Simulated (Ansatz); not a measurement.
The reference is Ag in the hcp (Mg type) structure (space group P6_3/mmc, No. 194; a = 2.860 Å, c = 4.712 Å; relaxed with 0.1 eV smearing).

All numbers come from Ansatz (an electronic-structure program), PBEsol, PAW, cutoff 420 eV, no spin-orbit coupling, earlier PAW set.

Before the change:

```
Quantity    Value
--------  -------
Pressure  0.0 GPa
Band gap     zero
```

The change: an isotropic linear strain of −5.69 %; the atoms relax in the strained cell.

Question: Estimate the effect on the pressure, energy relative to the base and band gap.

Answer: The pressure (mean of the normal stresses, compression positive) goes from zero to 34.0 GPa; the energy grows by 0.236 eV/atom; the band gap is still zero.

No phonon test of stability was made. This is not the structure that Ag has at room temperature and ambient pressure.
